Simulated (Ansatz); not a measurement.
Neutral impurities on the Cu site of fcc Cu: relaxed bond lengths against the impurity's covalent radius (Cordero's table). The numbers are results of PBE, PAW (plane waves to 420 eV; Ansatz, a first-principles code), not measurements. Set-up: 32-site cell; 6×6×6 shifted k-points; no spin–orbit coupling; no Hubbard U; not converged in cell size; the relaxation kept the symmetry of the starting site.

| impurity | x: covalent radius (Å) | y: mean distance to the nearest shell of neighbours (Å) |
|---|---|---|
| S | 1.05 | 2.59 |
| Ni | 1.24 | 2.55 |
| Pt | 1.36 | 2.60 |
| Sn | 1.39 | 2.64 |
| Zr | 1.75 | 2.64 |
| Ta | 1.70 | ? |

Task: Fit a straight line to the 5 complete rows and predict the last.

Result: Means: x = 1.358, y = 2.604; Sxx = 0.263, Sxy = 0.026. Slope 0.026 / 0.263 = 0.10, intercept 2.604 − 0.10 × 1.358 = 2.47 Å; the rows scatter by 0.03 Å about the line, and R² = 0.45, a weak trend. Prediction: 2.47 + 0.10 × 1.70 = 2.64 Å. The calculation gave 2.61 Å, 0.03 Å below the line, within its scatter.
